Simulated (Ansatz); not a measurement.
## Response to strain in GaAs

The reference is GaAs in the zinc blende structure (space group F-43m, No. 216).

```xyz
2
Lattice="0.0000 2.8295 2.8295 2.8295 0.0000 2.8295 2.8295 2.8295 0.0000" Properties=species:S:1:pos:R:3 pbc="T T T"
Ga     0.0000     0.0000     0.0000
As     1.4147     1.4147     1.4147
```

Cartesian axes are those of the cell as printed.

Strains are applied to the cell and any free atomic positions relax; under biaxial strain the out-of-plane vector relaxes too.

Level of theory: PBEsol (Ansatz, a first-principles code), no spin-orbit coupling.

| biaxial strain, plane normal [111], relaxed out of plane (%) | out-of-plane strain (%) |
|---|---|
| -2.5 | 1.20 |
| -2.08 | 0.99 |
| -1.67 | 0.79 |
| -1.25 | ? |
| -0.83 | 0.39 |
| -0.42 | 0.19 |
| 0 | 0.00 |

### Question
Fit ε⊥ = −νε + γε² (strains in %) to the rows shown and predict the withheld row.

### Answer
Least squares on the printed values gives ν = 0.46 (the biaxial Poisson response) and γ = 0.008 (largest residual 0.00 %); this predicts 0.59 %, and the run gives 0.59 %, in agreement.

Stability against distortions was not tested.
